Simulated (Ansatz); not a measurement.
# What pressure 30 GPa does to KTaO3

Take KTaO3 in the cubic perovskite structure (space group Pm-3m, No. 221; a = 4.024 Å) as the base.

Modification: cell and atoms relaxed at a pressure of 30 GPa.

Level of theory: plane-wave PAW DFT at the PBE level (Ansatz, an electronic-structure program, 420 eV), scalar-relativistic without spin-orbit coupling. Settings: 8×8×8 k-points, 0.05 eV Fermi–Dirac smearing.

Volume per atom: 11.54 Å³ (base 13.04 Å³)
Density: 7.71 g/cm³ (base 6.83 g/cm³)
Lattice parameter a: 3.864 Å (base 4.024 Å)
Shortest interatomic distance: 1.932 Å (base 2.012 Å)
Enthalpy H = E + PV relative to the base's energy: +2.29 eV/atom
Band gap: 2.43 eV (base 2.16 eV)
Gap character: indirect, R → Γ (base indirect, R → Γ)
Width of the top valence band: 1.14 eV (base 1.07 eV)

Cost of the whole job for the changed cell (relaxation, final SCF and bands): roughly 40 core-seconds.

With Ta present, leaving out spin-orbit coupling can change the band edges. Load acts through the strain it causes; cell and atoms are relaxed under it. No phonon test of stability was made. Competing high-pressure phases were not computed.
